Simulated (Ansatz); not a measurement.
The starting structures come from a database of crystals and need not be the phases stable at ambient conditions.

 Where the default PAW files enter, the runs use the earlier of Ansatz's two default sets.

```
MgSr3Ta2O9
1.0
    5.72026     0.00000     0.00000
   -2.86013     4.95389     0.00000
    0.00000     0.00000     7.03266
Sr Mg Ta O
3 1 2 9
Direct
  0.00000   0.00000   0.00000
  0.66667   0.33333   0.32628
  0.33333   0.66667   0.67372
  0.00000   0.00000   0.50000
  0.66667   0.33333   0.81894
  0.33333   0.66667   0.18106
  0.00000   0.50000   0.00000
  0.50000   0.50000   0.00000
  0.50000   0.00000   0.00000
  0.33701   0.16850   0.67295
  0.66299   0.83149   0.32705
  0.83150   0.16850   0.67295
  0.16850   0.83149   0.32705
  0.83150   0.66299   0.67295
  0.16850   0.33701   0.32705
```

Space group of this cell: P-3m1. The cell is taken as given; by PBEsol its mean pressure is -6.6 GPa.

Transport runs along the normal of the first two printed cell vectors, the (001) plane of the conventional cell.

No gap correction and no spin-orbit coupling; mid-gap values are interpolated between computed energies.

Q: Predict the band gap and the smallest decay constant κ at mid-gap from PBEsol (Ansatz, a program for electronic structure).

A: Gap 3.25 eV on a 6×6×4 mesh; κ = 0.335 1/Å, at the zone centre.
